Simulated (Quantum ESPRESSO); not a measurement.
Troubleshooting Quantum ESPRESSO: a failed run on CsSnI3 (Pnma, 20 atoms in the cell). The aim is a self-consistent single point with DFT, LDA (PZ), plane waves, GBRV 1.5 ultrasoft (LDA) pseudopotentials.

Cell that was meant: a = 10.3348 Å, b = 4.6642 Å, c = 17.5191 Å, α = 90.00°, β = 90.00°, γ = 90.00°.

Part of the input:

```fortran
    ibrav = 0,
    nat = 20,
    ntyp = 3,
    occupations = 'smearing',
    smearing = 'gaussian',
    degauss = 0.0036749,
/
```

Log, with long lists cut:

```
 %%%%%%%%%%%%%%%%%%%%%%%%%%%%%%%%%%%%%%%%%%%%%%%%%%%%%%%%%%%%%%%%%%%%%%%%%%%%%%
     Error in routine set_cutoff (1):
      ecutwfc not set
 %%%%%%%%%%%%%%%%%%%%%%%%%%%%%%%%%%%%%%%%%%%%%%%%%%%%%%%%%%%%%%%%%%%%%%%%%%%%%%

     stopping ...
```

### Question
Read the log: what does the program object to, and what is the fix?

### Answer
The fault is no plane-wave cutoff. The cutoff has no default. To fix it, give the cutoff. The program stopped before any SCF iteration.

An input that runs soundly differs in these lines (not the only fix; some lines may just follow from the change or write a value another way):
```diff
+    ecutwfc = 40,
+    ecutrho = 200,
```

With that input, the run converged in 11 iterations: free energy E − TS -22658.8526 eV; top of the valence band (on the code's own zero) 3.96 eV; gap on the k-point mesh 1.91 eV; pressure -0.59 GPa; largest force (vector length) 0.217 eV/Å (DFT, LDA (PZ), plane waves, GBRV 1.5 ultrasoft (LDA) pseudopotentials).

On the sound input: the starting cell comes from a database of computed structures (which also holds hypothetical and non-ambient phases and stackings), without a prior relaxation at this level. Its lattice was rescaled by a random factor within 2.5 % of one. Spin-orbit coupling is off.
